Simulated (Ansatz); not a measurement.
# Pressure series in ZnSnO3

The parent structure is ZnSnO₃ (space group R3c, No. 161; a = 5.278 Å, c = 14.010 Å (hexagonal axes)).

Cell and atoms are relaxed at each pressure.

All numbers come from Kohn–Sham DFT with the PBEsol functional, run in Ansatz (a quantum-chemistry and plane-wave program) with PAW and 420 eV plane waves, spin-orbit coupling left out.

```csv
pressure (GPa),volume per atom (Å³/atom)
-2,11.396
-1,11.331
0,11.268
0.3,?
0.7,11.224
3,11.089
5,10.978
7.5,10.846
10,10.722
```

Q: Fit the third-order Birch–Murnaghan form P(V) = (3B₀/2)[(V₀/V)^(7/3) − (V₀/V)^(5/3)]·[1 + (3/4)(B₀′ − 4)((V₀/V)^(2/3) − 1)] (squares taken in P) to the rows shown and predict the withheld row.

A: Least squares on the printed values gives V₀ = 11.268 Å³/atom, B₀ = 181 GPa, B₀′ = 4.2; this predicts 11.249 Å³/atom, and the run gives 11.250 Å³/atom, in agreement.

Load acts through the strain it causes; cell and atoms are relaxed under it. No phonon test of stability was made. No other phases were tried under pressure.
